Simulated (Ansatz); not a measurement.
## TiAl$_{3}$ (space group I4/mmm, No. 139)

```xyz
4
Lattice="-1.9081 1.9081 4.2756 1.9081 -1.9081 4.2756 1.9081 1.9081 -4.2756" Properties=species:S:1:pos:R:3 pbc="T T T"
Al     0.0000     0.0000     4.2756
Al     0.0000     1.9081     2.1378
Al     1.9081     0.0000     2.1378
Ti     0.0000     0.0000     0.0000
```

Computed with PBEsol (Ansatz, a first-principles code), no SOC. Settings: 17×17×17 k-points, 0.05 eV Fermi–Dirac smearing.

| Property | Value |
|---|---|
| Volume per atom | 15.57 Å³ |
| Density | 3.44 g/cm³ |
| Band gap | zero |
| Total energy | -1012.290 eV/atom (σ→0; compares only within this code and set-up) |

Whether these cells are dynamically stable was not tested. The final runs are not spin-polarised.
